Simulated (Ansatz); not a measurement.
What uniaxial strain ε_zz = −3.00 % does to LiNbO3

Start from LiNbO3 (space group R3c, No. 161).

```yaml
crystal:
  lattice:
    - [2.59494, 1.49819, 4.67151]
    - [-2.59494, 1.49819, 4.67151]
    - [0.00000, -2.99637, 4.67151]
  atoms:
    - { symbol: Li, position: [0.28074, 0.28074, 0.28074] }
    - { symbol: Li, position: [0.78074, 0.78074, 0.78074] }
    - { symbol: Nb, position: [0.99950, 0.99950, 0.99950] }
    - { symbol: Nb, position: [0.49950, 0.49950, 0.49950] }
    - { symbol: O, position: [0.10960, 0.35709, 0.72016] }
    - { symbol: O, position: [0.72016, 0.10960, 0.35709] }
    - { symbol: O, position: [0.35709, 0.72016, 0.10960] }
    - { symbol: O, position: [0.22016, 0.85709, 0.60960] }
    - { symbol: O, position: [0.85709, 0.60960, 0.22016] }
    - { symbol: O, position: [0.60960, 0.22016, 0.85709] }
```

Cartesian axes are those of the cell as printed.

Now apply this change: the cell is compressed by 3.00 % along z with no lateral relaxation, atoms relaxed at fixed cell.

Level of theory: plane-wave PAW DFT at the PBE level (Ansatz, a first-principles code, 420 eV), without spin-orbit coupling. k-mesh 8×8×8 (Γ-centred); smearing 0.05 eV (Fermi–Dirac).

- Volume per atom: 10.57 Å³ (base 10.90 Å³)
- Space group: R3c (No. 161) (base R3c (No. 161))
- Shortest interatomic distance: 1.887 Å (base 1.884 Å)
- Energy relative to the base (free energy F): +6.8 meV/atom
- Pressure (mean of the normal stresses, compression positive): 36.4 kbar (base 0.1 kbar)
- Band gap: 3.56 eV (an upper bound: an edge found on the path is not a true extremum; the changed cell) (base 3.54 eV)
- Largest internal atomic displacement: 0.019 Å
- Stress (xx, yy, zz, yz, xz, xy; compression positive): (2.03, 2.03, 6.86, 0.00, 0.00, 0.00) GPa

Final structure:

```
CELL_PARAMETERS angstrom
      2.59494     1.49819     4.53136
     -2.59494     1.49819     4.53136
      0.00000    -2.99637     4.53136
ATOMIC_POSITIONS crystal
  Li 0.27934 0.27934 0.27934
  Li 0.77934 0.77934 0.77934
  Nb 0.99951 0.99951 0.99951
  Nb 0.49951 0.49951 0.49951
  O  0.10768 0.36155 0.71901
  O  0.71901 0.10768 0.36155
  O  0.36155 0.71901 0.10768
  O  0.21901 0.86155 0.60768
  O  0.86155 0.60768 0.21901
  O  0.60768 0.21901 0.86155
```

No phonon test of stability was made.
